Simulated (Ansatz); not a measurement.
```xyz
2
Lattice="0.0000 2.9228 2.9864 2.9228 0.0000 2.9864 2.9228 2.9228 0.0000" Properties=species:S:1:pos:R:3 pbc="T T T"
In     0.0000     0.0000     0.0000
P      1.4614     1.4614     1.4932
```

Calculation: r2SCAN with spin-orbit coupling, rigid bands (plane waves, PAW; Ansatz, a program for electronic structure). Condition of this run: biaxial stress xx = yy = 1 GPa (compression positive) (the target of the relaxation). Geometry: cell and atoms relaxed with r2SCAN, then loaded as said.

What conductivity effective mass do dilute holes have at 300 K?

0.45 (x), 0.45 (y), 0.59 (z) mₑ.

What conductivity effective mass do dilute electrons have at 300 K?

0.086 (x), 0.086 (y), 0.090 (z) mₑ.

And the band gap?

1.02 eV at this level; semilocal functionals usually fall short of the measured gap.

Rigid bands, one relaxation time for all states, no polarons.
